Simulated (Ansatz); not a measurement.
Functionals compared on the (10-11) surface of wurtzite CdSe in its 1x1 cell (cut with top plane Cd, bottom plane Cd), relaxed from an ideal cut (the real face may reconstruct), with unlike faces, outermost plane spacing 1.53 Å in the ideal cut (in the relaxation 2 Cd–Se bonds formed; 1 Cd–Se bonds broke; Se ended outermost), in Ansatz (plane waves, PAW). The structure was relaxed with PBE; the other rows are single points on it, each with its references at the same level. Cutoff 420 eV (500 eV for r2SCAN). The surface energy is the mean of two unlike faces. HSE06 used the coarser mesh 4x2x1.

Set-up: 16 atoms, Cd8Se8, 12.9 Å thick at the start; mesh 6x3x1; 0.025 eV smearing; dipole correction on; all atoms relaxed; no symmetry held; no spin, no spin-orbit, no U. These notes are the PBE run's.

A dash marks a value that is undefined for that row or was read on another mesh.

```
functional  surface energy (J/m²)  gap of the slab on its k-mesh (eV)  highest filled level below the top vacuum level (eV)          rough cost of the single point
----------  ---------------------  ----------------------------------  ----------------------------------------------------  --------------------------------------
PBE                          0.40                                0.36                                                  4.59                                       –
LDA                          0.54                                0.28                                                  4.91         around 100 core-seconds (rough)
PBEsol                       0.46                                0.34                                                  4.67         around 100 core-seconds (rough)
RPBE                            …                                   …                                                     …           very roughly 100 core-seconds
r2SCAN                       0.50                                0.56                                                  4.69                  roughly 4 core-minutes
HSE06                        0.46                                   –                                                     –  about 80 core-minutes (a rough figure)
```

Question: Complete the blanks.

Answer: 
- RPBE, surface energy (J/m²): 0.32
- RPBE, gap of the slab on its k-mesh (eV): 0.41
- RPBE, highest filled level below the top vacuum level (eV): 4.45

Ansatz is a program for electronic structure.
